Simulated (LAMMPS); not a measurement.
Consider a free-standing liquid film of NiAl, 2430 atoms, at 1900 K in molecular dynamics.

All values are model results, not measurements: classical MD, pair style eam/alloy, file NiAlH_jea.eam.alloy (LAMMPS).

Task: What does the simulation give for the surface tension, the excess potential energy of the surface, the number density in the middle?

Result: surface tension: 1.03 ± 0.03 N/m; excess potential energy of the surface: 1.0 J/m²; number density in the middle: 0.0678 Å⁻³.
